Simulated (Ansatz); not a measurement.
ZnS (P6_3mc), PBEsol, rigid bands (Ansatz, a program for electronic structure): Condition of this run: hydrostatic pressure 5 GPa (the target of the relaxation). band gap 2.40 eV, N_c = 2.05e18 cm⁻³ and N_v = 5.12e19 cm⁻³ at 300 K, conductivity masses along y (a = (3.71, 0.00, 0.00) Å; b = (-1.85, 3.21, 0.00) Å; c = (0.00, 0.00, 6.10) Å) of 0.205 mₑ (electrons) and 0.867 mₑ (holes). Take k_BT = 0.02585 eV.

Task: Find the intrinsic carrier density and the intrinsic Fermi level.

Result: n_i = √(N_c N_v) exp(−E_g/2k_BT) = 1.02e19 × exp(−46.42) = 7.1e-2 cm⁻³. The level lies (k_BT/2) ln(N_v/N_c) = 42 meV from mid-gap (positive towards the conduction band). Each 0.1 eV added to the gap lowers n_i by a factor of 6.9.

Task: What thermal injection velocity √(2k_BT/πm) limits a ballistic channel along the direction named?

Result: 1.19e7 cm/s for electrons and 5.78e6 cm/s for holes, a ratio of √(m_h/m_e) = 2.06, for dilute carriers.

Task: What built-in voltage has an abrupt junction with N_A = 1e16 and N_D = 1e17 cm⁻³, all dopants ionised?

Result: V_bi = E_g/e − (k_BT/e) ln(N_c N_v/(N_A N_D)) = 2.40 − 0.02585 × 11.56 = 2.10 V. It follows the computed gap one for one.

Rigid, parabolic bands with the computed gap; masses take one relaxation time for all states. Spin-orbit coupling is left out; where it splits the top of the valence band, N_v and the p-type Seebeck coefficient come out somewhat high without it.
